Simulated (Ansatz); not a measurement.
## What isotropic strain +0.50 % does to Ir

The parent structure is Ir in the fcc (Cu type) structure (space group Fm-3m, No. 225; a = 3.831 Å; relaxed with 0.1 eV smearing).

Now apply this change: the cell is scaled by 1.0050 in all directions, atoms relaxed at fixed cell.

Computed with DFT with PBEsol, PAW potentials and a 420 eV plane-wave cutoff in Ansatz (a quantum-chemistry and plane-wave program), no SOC. Settings: 29×29×29 k-points, 0.1 eV Fermi–Dirac smearing.

The space group remains Fm-3m (No. 225) and the shortest interatomic distance grows by 0.014 Å (2.709 Å → 2.723 Å). The energy rises by 3.7 meV/atom and the pressure goes from zero to -5.6 GPa. The band gap remains zero.

Final structure:

```
Ir
1.0
    0.00000     1.92513     1.92513
    1.92513     0.00000     1.92513
    1.92513     1.92513     0.00000
Ir
1
Direct
  0.00000   0.00000   0.00000
```

Cost of the whole job for the changed cell (relaxation, final SCF and bands): very roughly 16 core-seconds.

Whether these cells are dynamically stable was not tested. The final runs are not spin-polarised.
